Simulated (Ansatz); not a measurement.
Input:

Host crystal: anatase TiO2, with a band gap (PBE, scalar-relativistic without spin-orbit coupling).

End structure of H2O on the 1x1 (101) surface of anatase TiO2 (cut with top plane O), one in a 2x1 cell, started at the site 'bridge O-O (span 2.8 Å)':

```xyz
39
Lattice="7.5975 0.0000 0.0000 1.8994 5.2090 0.0000 0.0000 0.0000 28.5000" Properties=species:S:1:pos:R:3 pbc="T T T"
O      1.8994     2.2734     9.5548
O      5.6981     2.2734     9.5548
Ti     1.8994     3.8696    10.4672
Ti     5.6981     3.8696    10.4672
O      3.7988     4.3968    10.2347
O      7.5975     4.3968    10.2347
O      3.7988     0.6610    10.9426
O      7.5975     0.6610    10.9426
Ti     1.8994     1.0646    10.9433
Ti     5.6981     1.0646    10.9433
O      1.8994     2.8956    11.9562
O      5.6981     2.8956    11.9562
O      1.8994     0.6402    13.0347
O      5.6981     0.6402    13.0347
Ti     1.9017     2.3903    13.9397
Ti     5.6955     2.4073    13.9511
O      3.7971     2.8151    14.0075
O      7.5986     2.8286    13.9828
O      1.9033     4.3288    14.5034
O      5.6935     4.3288    14.5154
Ti     3.7928     4.7442    14.5785
Ti     7.6031     4.7432    14.5346
O      1.8818     1.3001    15.4548
O      5.7161     1.3080    15.4526
O      3.7858     4.2784    16.6099
O      7.6063     4.2821    16.5300
Ti     1.9058     0.9137    17.5075
Ti     5.6896     0.9446    17.5020
O      3.7959     1.3606    17.4751
O      7.6005     1.3343    17.5368
O      1.8821     2.8115    18.2801
O      5.7149     2.7899    18.2777
Ti     3.7895     3.3278    18.1801
Ti     7.6023     3.3349    18.0302
O      3.8541     5.0009    18.9828
O      7.5544     4.9595    18.9270
O      3.7780     2.2117    20.2431
H      4.5913     1.6749    20.2966
H      3.0627     1.5453    20.2108
```

Slab: 39 atoms, 9.4 Å thick at the start under the adsorbate (thin: gaps and levels are the slab's own); k 3x4x1, smearing 0.01 eV, dipole-corrected; single point; no symmetry held, on the structure that PBE left; no spin, no spin-orbit, no U, no dispersion correction. At the end it is bonded to Ti. In PBE it is, or lies within 0.03 eV of, the lowest of the starts that converged; the order may differ at this level.

A negative adsorption energy means that the adsorbate is more stable on the surface than in its reference.

Q: Predict the highest filled level below the top vacuum level from Ansatz (an electronic-structure program) with r2SCAN, at the PBE geometry.

A: 7.19 eV

Q: Give the change of the step from the bottom to the top vacuum level, against the clean slab at the level r2SCAN, at the PBE geometry.

A: -0.60 eV

Q: Estimate the gap of the slab on its k-mesh that r2SCAN, at the PBE geometry returns for this input.

A: 2.86 eV

Q: What is the computed adsorption energy against H2O(g) at the same level (r2SCAN, at the PBE geometry)?

A: -0.82 eV
